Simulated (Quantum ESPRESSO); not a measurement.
Checking a run of Quantum ESPRESSO on Ti₃O₂ (R-3c, 10 atoms in the cell). The aim is a self-consistent single point with DFT, PBEsol, plane waves, PseudoDojo standard norm-conserving (PBESOL) pseudopotentials.

Cell that was meant: a = 5.8534 Å, b = 5.8534 Å, c = 5.8534 Å, α = 52.54°, β = 52.54°, γ = 52.54°.

Part of the input:

```fortran
   ecutwfc = 85,
   occupations = 'smearing',
   smearing = 'gaussian',
   degauss = 0.1,
/
&ELECTRONS
   conv_thr = 1.0d-10,
```

The program printed (abridged):

```
     G-vector sticks info
     --------------------
     sticks:   dense  smooth     PW     G-vecs:    dense   smooth      PW
   [... lines left out ...]
        k(    7) = (   0.2824041   0.4891382   0.1454301), wk =   0.3750000
        k(    8) = (   0.5648081  -0.3260921  -0.2423835), wk =   0.1875000
        k(    9) = (   0.0000000   0.0000000   0.4362903), wk =   0.0625000
        k(   10) = (   0.8472122   0.4891382   0.1454301), wk =   0.1875000

     Dense  grid:    83557 G-vectors     FFT dimensions: (  72,  72,  72)

     Initial potential from superposition of free atoms

     starting charge      95.9911, renormalised to      96.0000
     Self-consistent Calculation

     iteration #  1     ecut=    85.00 Ry     beta= 0.30

     total energy              =    -844.40394847 Ry
     estimated scf accuracy    <       1.15161132 Ry

     iteration #  2     ecut=    85.00 Ry     beta= 0.30

     total energy              =    -844.62219864 Ry
     estimated scf accuracy    <       0.04586638 Ry

     iteration #  3     ecut=    85.00 Ry     beta= 0.30
     c_bands:  1 eigenvalues not converged

     total energy              =    -844.63731056 Ry
     estimated scf accuracy    <       0.04426507 Ry

   [... lines left out ...]
     c_bands:  1 eigenvalues not converged
     c_bands:  1 eigenvalues not converged
     c_bands:  2 eigenvalues not converged
     c_bands:  1 eigenvalues not converged

     total energy              =    -844.65185418 Ry
     estimated scf accuracy    <          2.3E-10 Ry

     iteration # 17     ecut=    85.00 Ry     beta= 0.30
     c_bands:  1 eigenvalues not converged
     c_bands:  1 eigenvalues not converged
     c_bands:  1 eigenvalues not converged
     c_bands:  1 eigenvalues not converged
     c_bands:  1 eigenvalues not converged
     c_bands:  1 eigenvalues not converged
     End of self-consistent calculation

     the Fermi energy is    15.0861 ev

!    total energy              =    -844.65185418 Ry
     estimated scf accuracy    <          3.4E-12 Ry
     smearing contrib. (-TS)   =      -0.45862730 Ry
     internal energy E=F+TS    =    -844.19322688 Ry

     convergence has been achieved in  17 iterations

     Forces acting on atoms (cartesian axes, Ry/au):

     atom    1 type  1   force =    -0.00032965    0.00057097    0.00000000
     atom    2 type  1   force =     0.00032965   -0.00057097   -0.00000000
     atom    3 type  1   force =    -0.00032965   -0.00057097   -0.00000000
     atom    4 type  1   force =     0.00032965    0.00057097    0.00000000
   [... lines left out ...]

     Total force =     0.003229     Total SCF correction =     0.000001

          total   stress  (Ry/bohr**3)                   (kbar)     P=      -82.31
  -0.00055214  -0.00000000  -0.00000000          -81.22       -0.00       -0.00
  -0.00000000  -0.00055214  -0.00000000           -0.00      -81.22       -0.00
  -0.00000000  -0.00000000  -0.00057421           -0.00       -0.00      -84.47

   JOB DONE.
```

Task: Can these results be used? Check the input.

Result: The run is not sound. The fault is a smearing width that is far too large. A width of many tenths of an electronvolt moves electrons far across the Fermi level or the gap, and the free energy and its derivatives carry a large smearing term. To fix it, use a width small against the gap or band features. The run converged in 17 iterations without an error; against the sound input the free energy drops by 277 meV/atom, the pressure goes from -14.09 to -8.23 GPa and the largest force goes from 0.212 to 0.036 eV/Å. The full log also holds: “c_bands:  4 eigenvalues not converged” and “c_bands:  3 eigenvalues not converged”.

The sound input it was made from differs as follows (other fixes are possible):
```diff
-   degauss = 0.1,
+   degauss = 0.0147,
```

With that input, the run converged in 17 iterations: free energy E − TS -11489.3065 eV; Fermi level (on the code's own zero) 15.01 eV; pressure -14.09 GPa; largest force (vector length) 0.212 eV/Å (DFT, PBEsol, plane waves, PseudoDojo standard norm-conserving (PBESOL) pseudopotentials).

On the sound input: the starting cell comes from a database of computed structures (which also holds hypothetical and non-ambient phases and stackings), without a prior relaxation at this level. Its lattice was rescaled by a random factor within 2.5 % of one. Spin polarisation is off, so a magnetic state, if there is one, cannot be reached. With a pressure of about -14 GPa the cell is away from its equilibrium volume at this level.
